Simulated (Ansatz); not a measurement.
An input for Ansatz (r2SCAN) and the part of its output that reports the quasi-harmonic study. Lengths are of the primitive cell. Spin-orbit coupling is not included.

Ansatz 0.2 input:
```yaml
crystal:
  lattice:
    - [2.7373914683, 0.0, 0.0]
    - [-1.3686957341, 2.3706505516, 0.0]
    - [0.0, 0.0, 4.3202571536]
  atoms:
    - { symbol: Os, position: [0.3333333333, 0.6666666667, 0.75] }
    - { symbol: Os, position: [0.6666666667, 0.3333333333, 0.25] }
kpoints:
  mp_grid: { grid: [16, 16, 9] }
hamiltonian:
  xc: r2scan
  pseudopotentials: { kind: paw }
scf:
  occupations: { method: methfessel_paxton, width: 0.15 }
phonons:
  method: fd
  qmesh: [4, 4, 3]
  temperatures: { t_max: 1000, t_step: 25 }
  thermal_expansion: {}
checkpoint:
  write: run
```

```
--- Thermal expansion: 16 cells in 3 rounds, 0 GPa ---
  no lower state was reached at cell 6; its state was not examined: fill_not_monotonic
  without vibrations: a 2.73669, b 2.73669, c 4.31984 Å, V 28.0189 Å³, B 427.51 GPa
  at 0 K: a 2.73832, b 2.73832, c 4.32280 Å, V 28.0715 Å³, B 425.22 GPa
  zero-point expansion: a +0.060, b +0.060, c +0.069, V +0.188 %
      T/K        a/Å        b/Å        c/Å       V/Å³ | expansion of a, b, c, V (1e-6/K)   | that of V in the mean from 25 °C | C_P, C_V (J/mol K of the cell) | B_T, B_S (GPa)
     0.00    2.73832    2.73832    4.32280    28.0715 |    0.00    0.00    0.00    0.00 |   10.29 |     0.000     0.000 |   425.22   425.22
   100.00    2.73868    2.73868    4.32335    28.0824 |    3.26    3.26    3.32    9.84 |   13.54 |    32.058    31.988 |   423.73   424.65
   200.00    2.73980    2.73980    4.32521    28.1174 |    4.54    4.54    4.93   14.01 |   14.67 |    45.085    44.805 |   420.39   423.02
   298.15    2.74107    2.74107    4.32742    28.1579 |    4.88    4.88    5.42   15.17 |       - |    48.559    48.074 |   416.96   421.17
   375.00    2.74211    2.74211    4.32927    28.1913 |    5.00    5.00    5.64   15.64 |   15.43 |    49.886    49.240 |   414.24   419.67
   475.00    2.74350    2.74350    4.33176    28.2361 |    5.10    5.10    5.86   16.06 |   15.70 |    51.005    50.149 |   410.67   417.68
   575.00    2.74491    2.74491    4.33434    28.2819 |    5.18    5.18    6.05   16.40 |   15.91 |    51.836    50.764 |   407.07   415.66
   675.00    2.74634    2.74634    4.33700    28.3288 |    5.23    5.23    6.23   16.69 |   16.10 |    52.541    51.247 |   403.45   413.63
   775.00    2.74778    2.74778    4.33974    28.3765 |    5.28    5.28    6.40   16.97 |   16.28 |    53.186    51.662 |   399.79   411.59
   875.00    2.74924    2.74924    4.34256    28.4251 |    5.33    5.33    6.59   17.24 |   16.45 |    53.804    52.040 |   396.11   409.54
   975.00    2.75071    2.75071    4.34546    28.4745 |    5.37    5.37    6.78   17.51 |   16.61 |    54.411    52.399 |   392.40   407.47
  1000.00    2.75108    2.75108    4.34620    28.4870 |    5.38    5.38    6.83   17.58 |   16.65 |    54.562    52.487 |   391.47   406.95
  stiffness (GPa) against the strains that keep the symmetry, 3 along the crystal's axis
    without vibrations: C11 + C12 1033.00, C13 220.50, C33 909.12
  the static fit leaves 0.010 meV an atom of the energies and, of the stresses, 0.011 GPa of each cell's largest along a strain (root mean squares over the cells), whose Pulay part it has at -0.050 GPa
  vibrations' free energy: its fit passes through its cells
  the electrons' free energy at temperature is in it; its fit leaves 0.0003 meV an atom at the most
  free energies summed between the sampled wave vectors
  estimated error of the fitted expansion in any direction: up to 0.107e-6/K, at 1000 K (an estimate, not a bound: it was exceeded on models of known expansion)
  by sums over the sampled wave vectors an expansion of the volume parts by up to 0.04e-6/K
  by a static energy of one degree less an expansion of the volume parts by up to 0.01e-6/K
```

Warnings of the run: thermal_expansion_settings.

Cost: roughly 11 core-hours.

Whether this phase is the stable one at each condition was not tested.

The PAW data sets were generated under PBE and serve the other functionals too.

Ansatz is a first-principles code.
